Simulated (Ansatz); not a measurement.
# Pd3AlB (model structure, started from the Ni3MgC type, Pm-3m, No. 221, 5 atoms in the cell): properties by level of theory

```
level (code)     lattice parameter a (Å)  bulk modulus (GPa)  cohesive energy (eV/atom)
---------------  -----------------------  ------------------  -------------------------
LDA (Ansatz)                       4.066                 195                       5.63
PBE (Ansatz)                       4.149                 161                       4.50
r²SCAN (Ansatz)                    4.121                 174                       4.73
```

Caveats: the bulk modulus is −V dP/dV from two relaxed cells at ±2 % in volume (LDA, PBE, r²SCAN). Ansatz's density-functional and Hartree–Fock values are scalar-relativistic unless marked +SOC, with PAW data made under PBE.

The crystal itself was run without spin with LDA, PBE, r²SCAN; a magnetic state was not tried in these runs.

Free atoms are spin-polarised, in the lowest state found; at levels without +SOC their spin–orbit coupling is left out.

A model structure was made by putting elements into a prototype or built by hand; it is no filed structure, need not be a known phase, and can be a saddle point held by its symmetry.

Ansatz is a program for electronic structure.
